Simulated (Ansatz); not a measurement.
Consider VN in the rock salt structure (space group Fm-3m, No. 225).

```
VN
1.0
    0.00000     2.03658     2.03658
    2.03658     0.00000     2.03658
    2.03658     2.03658     0.00000
N V
1 1
Direct
  0.00000   0.00000   0.00000
  0.50000   0.50000   0.50000
```

Cartesian axes are those of the cell as printed.

Method: PBEsol in Ansatz (plane waves to 420 eV, PAW, no spin-orbit coupling).

Strains are applied to the cell and any free atomic positions relax; under biaxial strain the out-of-plane vector relaxes too.

One change was made to it. Results:

| quantity | base | after |
|---|---|---|
| pressure | 0.0 GPa | -9.5 GPa |
| energy relative to the base (free energy F) | 0 meV/atom | +7.7 meV/atom |

Which of these changes matches the shifts?
A. biaxial strain +0.30 %, plane normal [111], relaxed out of plane
B. biaxial strain +2.84 %, plane normal [110], relaxed out of plane
C. biaxial strain +2.29 %, plane normal [001], relaxed out of plane
D. isotropic strain +0.99 %
E. biaxial strain +3.42 %, plane normal [001], relaxed out of plane

D, isotropic strain +0.99 %. For comparison, the energy relative to the base in the other runs: biaxial strain +3.42 %, plane normal [001], relaxed out of plane gives +42 meV/atom; biaxial strain +2.84 %, plane normal [110], relaxed out of plane gives +24 meV/atom; biaxial strain +2.29 %, plane normal [001], relaxed out of plane gives +20 meV/atom; biaxial strain +0.30 %, plane normal [111], relaxed out of plane gives +0.2 meV/atom.

A biaxial case was relaxed in a doubled cell and then solved in the primitive one. Without a gap, meshes like the base's 20×20×20 leave anisotropic stresses uncertain by several tenths of a GPa, and small strain energies with them. Whether these cells are dynamically stable was not tested. Starting moments died away, wholly or in part, for the base; another magnetic solution may exist. The final runs are not spin-polarised.

Ansatz is a quantum-chemistry and plane-wave program.
